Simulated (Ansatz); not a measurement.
We consider fluorite PtAl₂, described by PBE-D3(BJ) (plane waves, PAW; Ansatz, a first-principles code).

Settings: plane-wave cutoff 520 eV, 16×16×16 k mesh, Fermi–Dirac smearing 0.05 eV, scalar-relativistic PAW data made under PBE.

Cell (relaxed at this level):

```
Al2Pt
1.0
    0.00000     2.94242     2.94242
    2.94242     0.00000     2.94242
    2.94242     2.94242     0.00000
Al Pt
2 1
Direct
  0.25000   0.25000   0.25000
  0.75000   0.75000   0.75000
  0.00000   0.00000   0.00000
```

Estimate the bulk modulus B0 and pressure derivative B′ of the bulk modulus that the calculation returns.


bulk modulus B0: 140 GPa
pressure derivative B′ of the bulk modulus: 4.4

The run finds no gap.

Spin–orbit coupling is not included.

Computed values are for the static lattice.

Computing time: around 50 core-seconds (rough).
